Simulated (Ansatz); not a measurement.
Abridged Ansatz (a program for electronic structure) output:

```
Pseudopotential: Si, paw, valence charge 4
Crystal: 2 atoms, lattice volume = 41.644 Å³
Basis set: ecut = 420 eV, 829 PW (Γ), exchange–correlation on 54×54×54 points (8 copies of the dense FFT grid, shifted against one another)
Bands: 8, of which v1, the nominal top of the filled ones, is band 4 counted from 1 (3 counted from 0)
Symmetry: 8 space group operations
k-points: 216 of 1331
Functional: x = pbesol(κ = 0.804, μ = 0.12345679012345678), c = pbesol(β = 0.046)
SCF iter   1: F=—  HF=-1242.954286 eV  |F-HF|=—  |Δ(HF+E_count)|=         —  Δρ=3.20e-3  dr2=5.21e-3  ethr=1.77e-3  ⟨swp⟩=6.0  Hψ=15381  notcnv=0
SCF iter   2: F=—  HF=-1242.953442 eV  |F-HF|=—  |Δ(HF+E_count)|=   8.44e-4  Δρ=1.21e-3  dr2=6.31e-4  ethr=6.51e-5  ⟨swp⟩=2.0  Hψ=3889  notcnv=0
SCF 1 converged in 6 iterations: F = -1242.953382 eV  dr2 = 1.28e-10
SCF converged after 6 iterations
Free energy (F): -1242.953382 eV
Internal energy: -1242.953266 eV  (E = F + TS)
E sigma→0 (E₀):  -1242.953324 eV
Entropy (-TS):   -0.000116 eV (-0.058 meV/atom)
Fermi energy:    6.084601 eV
--- Forces (eV/Å), atoms counted from 1 ---
  atom   1  Si     0.00000000    -0.00048837     0.00000000
  atom   2  Si     0.00000000     0.00048837    -0.00000000
--- Stress (GPa, compression-positive) ---
       -5.277914      -0.000000      -0.000000
       -0.000000      -4.477587       0.000000
       -0.000000       0.000000      -0.017090
  P = ⅓ Tr σ = -3.2575 GPa (-32.575 kbar)
```

### Question
What was computed, and what are the main results?

### Answer
Si, 2 atoms in the cell, with PBEsol in Ansatz (plane waves to 420 eV, PAW, scalar-relativistic without spin-orbit coupling). The last SCF converged to F = -1242.953382 eV, or -621.4767 eV per atom, at a pressure of -3.26 GPa. The total energy compares only with runs of the same code, potentials and settings.

A biaxial case was relaxed in a doubled cell and then solved in the primitive one. The cells carry an imposed strain or load. Stability against distortions was not tested. The cell was made from Si in the diamond structure (space group Fd-3m, No. 227) by this change: biaxial strain +2.50 %, plane normal [110], relaxed out of plane.
